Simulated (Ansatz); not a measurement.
Band edges of rocksalt SrO (Fm-3m) under uniaxial stress along [001]

Cell and atoms are relaxed with PBEsol to each stress (compression positive); bands and masses by r2SCAN, rigid bands (plane waves, PAW, scalar-relativistic; Ansatz, a first-principles code). Strains are changes of length against the unloaded cell.

```yaml
crystal:
  lattice:
    - [0.00000, 2.56121, 2.56121]
    - [2.56121, 0.00000, 2.56121]
    - [2.56121, 2.56121, 0.00000]
  atoms:
    - { symbol: Sr, position: [0.00000, 0.00000, 0.00000] }
    - { symbol: O, position: [0.50000, 0.50000, 0.50000] }
```

```json
[
 {"stress (GPa)": "-9.00", "strain [001] (%)": "10.52", "strain [100] (%)": "-1.73", "gap (eV)": "3.650", "mₑ* [001]": "0.46", "mₑ* [100]": "0.58", "mₕ* [001]": "11.2", "mₕ* [100]": "0.85"},
 {"stress (GPa)": "-5.40", "strain [001] (%)": "4.34", "strain [100] (%)": "-0.82", "gap (eV)": "3.700", "mₑ* [001]": "0.43", "mₑ* [100]": "0.59", "mₕ* [001]": "7.1", "mₕ* [100]": "0.88"},
 {"stress (GPa)": "-1.80", "strain [001] (%)": "1.18", "strain [100] (%)": "-0.24", "gap (eV)": "3.761", "mₑ* [001]": "0.42", "mₑ* [100]": "0.58", "mₕ* [001]": "3.6", "mₕ* [100]": "1.00"},
 {"stress (GPa)": "0", "strain [001] (%)": "0", "strain [100] (%)": "0", "gap (eV)": "3.791", "mₑ* [001]": "0.51", "mₑ* [100]": "0.51", "mₕ* [001]": "1.39", "mₕ* [100]": "1.39"},
 {"stress (GPa)": "1.80", "strain [001] (%)": "-1.03", "strain [100] (%)": "0.22", "gap (eV)": "3.723", "mₑ* [001]": "0.83", "mₑ* [100]": "0.43", "mₕ* [001]": "0.59", "mₕ* [100]": "2.8"},
 {"stress (GPa)": "5.40", "strain [001] (%)": "-2.78", "strain [100] (%)": "0.62", "gap (eV)": "3.595", "mₑ* [001]": "1.17", "mₑ* [100]": "0.40", "mₕ* [001]": "0.41", "mₕ* [100]": "5.6"},
 {"stress (GPa)": "9.00", "strain [001] (%)": "-4.22", "strain [100] (%)": "0.98", "gap (eV)": "3.478", "mₑ* [001]": "1.16", "mₑ* [100]": "0.40", "mₕ* [001]": "0.39", "mₕ* [100]": "5.9"}
]
```

[001] is the direction of the load; [010] strains as [100]. Masses are conductivity masses at 300 K in electron masses.

Problem. From the two loads next to zero, find the Young modulus and the ratio of transverse to axial strain.

Solution. Between -1.80 and 1.80 GPa the strain along [001] changes by -2.21 % and that along [100] by 0.46 %. The modulus is 3.60/0.0221 = 163 GPa and the ratio of the strains 0.21 (PBEsol, atoms relaxed). Along [001] C₁₁ = E(1 − ν)/((1 + ν)(1 − 2ν)) and C₁₂ = C₁₁ν/(1 − ν), which gives C₁₁ ≈ 183 GPa and C₁₂ ≈ 48 GPa.

Problem. Is the response still linear at the largest tension?

Solution. The modulus predicts 5.53 % at -9.00 GPa; the table has 10.52 %, so the crystal is softer there.

Problem. How fast does the gap move on either side of zero load?

Solution. Under tension, (3.700 − 3.791) eV over -5.40 GPa = 17 meV/GPa, or about -2.1 eV per unit strain; under compression, (3.723 − 3.791) eV over 1.80 GPa = -38 meV/GPa, or about 6.6 eV per unit strain. The two slopes part by 55 meV/GPa; gaps are resolved to about 0.01 eV, which allows 7 meV/GPa, so they differ, even in sign: the gap has a turning point near zero load.

Problem. Take the carrier density and the relaxation time as fixed, so that ρ ∝ m*. What gauge factor (Δρ/ρ)/ε follows for current along [001] at the loads next to zero?

Solution. electrons at -1.80 GPa: (0.42/0.51 − 1)/0.0118 ≈ -15; holes at -1.80 GPa: (3.6/1.39 − 1)/0.0118 ≈ 130; electrons at 1.80 GPa: (0.83/0.51 − 1)/-0.0103 ≈ -61; holes at 1.80 GPa: (0.59/1.39 − 1)/-0.0103 ≈ 56. These are means over a finite load; the small-strain gauge factor differs, most where the load has already emptied the upper valleys or bands. Carriers and loads whose mass moves by under 12 % aren't resolved and aren't listed. The change of shape, which adds a term of order 1 to 2, and that of the scattering between valleys or bands are left out.

Masses are those of dilute carriers in rigid bands with one relaxation time, without polarons. Third decimals of gaps are kept for the arithmetic. Spin-orbit coupling is left out; it splits the top of the valence band and so changes the gap and its response. Every relaxation keeps the rocksalt phase (space group I4/mmm under this load), so a transition, a distortion that breaks the symmetry or fracture can't show.
